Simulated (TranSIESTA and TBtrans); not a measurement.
Si chain with one bond stretched by 2.5 Å

Junction: Si chain with one bond stretched by 2.5 Å. Leads: straight Si chain, spacing 2.25 Å. Geometry: as built, not relaxed.

Method: TranSIESTA and TBtrans, PBE, DZP numerical orbitals (energy shift 0.15 eV), PseudoDojo norm-conserving scalar-relativistic potentials, mesh cutoff 200 Ry, 300 K, no spin polarisation, no spin-orbit coupling; self-consistent non-equilibrium Green functions.

Conductance at 300 K (G0 = 2e²/h): 0.019
Thermopower (μV/K): -4.7
Mean T from −0.5 to 0.5 eV: 0.018

Energies count from the leads' Fermi level. Transmissions are for one spin of a degenerate pair. The energy step is 0.01 eV; narrower resonances are cut or missed.

```tsv
E (eV)	T	lead channels
-2.00	0	0
-1.90	0	0
-1.80	0	0
-1.70	0	0
-1.60	0	0
-1.50	0	0
-1.40	0	0
-1.30	0	0
-1.20	0.0013	band edge
-1.10	0.0027	3
-1.00	0.0039	3
-0.90	0.0051	3
-0.80	0.0062	3
-0.70	0.0074	3
-0.60	0.0088	3
-0.50	0.010	3
-0.40	0.012	3
-0.30	0.014	3
-0.20	0.016	3
-0.10	0.018	3
0.00	0.019	3
0.10	0.020	3
0.20	0.021	3
0.30	0.022	3
0.40	0.022	3
0.50	0.023	3
0.60	0.023	3
0.70	0.024	3
0.80	0.025	3
0.90	0.026	3
1.00	0.027	3
1.10	0.028	3
1.20	0.030	3
1.30	0.031	3
1.40	0.032	3
1.50	0.034	3
1.60	0.036	3
1.70	0.037	3
1.80	0.039	3
1.90	0.041	3
2.00	0.043	3
```

The straight chain is held at its spacing; free chains may zigzag or dimerise. No spin-polarised start was tried, so a magnetic state, if there is one, is missed.
